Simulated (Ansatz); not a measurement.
Pressure series in Cu

Base system: Cu in the fcc (Cu type) structure (space group Fm-3m, No. 225).

```xyz
1
Lattice="0.0000 1.8148 1.8148 1.8148 0.0000 1.8148 1.8148 1.8148 0.0000" Properties=species:S:1:pos:R:3 pbc="T T T"
Cu     0.0000     0.0000     0.0000
```

Cell and atoms are relaxed at each pressure.

Calculations: Ansatz (a program for electronic structure) PBE, spin-orbit coupling left out.

Notes on the quantities. enthalpy: H = E + PV relative to the base's energy.

| change | volume per atom | enthalpy |
|---|---|---|
| base | 11.96 Å³ | – |
| pressure −2 GPa | [?] | -0.15 eV/atom |
| pressure −1 GPa | 12.04 Å³ | -0.07 eV/atom |
| pressure 0.9 GPa | [?] | +0.07 eV/atom |
| pressure 2.1 GPa | 11.78 Å³ | +0.16 eV/atom |
| pressure 4.5 GPa | 11.61 Å³ | +0.33 eV/atom |
| pressure 9 GPa | 11.31 Å³ | +0.65 eV/atom |
| pressure 15 GPa | [?] | +1.07 eV/atom |
| pressure 22.5 GPa | 10.62 Å³ | +1.57 eV/atom |
| pressure 30 GPa | 10.32 Å³ | +2.06 eV/atom |

Problem. What belongs in the blanks?

Solution. 
- pressure −2 GPa, volume per atom: 12.13 Å³
- pressure 0.9 GPa, volume per atom: 11.88 Å³
- pressure 15 GPa, volume per atom: 10.97 Å³

Load acts through the strain it causes; cell and atoms are relaxed under it. No phonon test of stability was made. Competing high-pressure phases were not computed. The final runs are not spin-polarised.
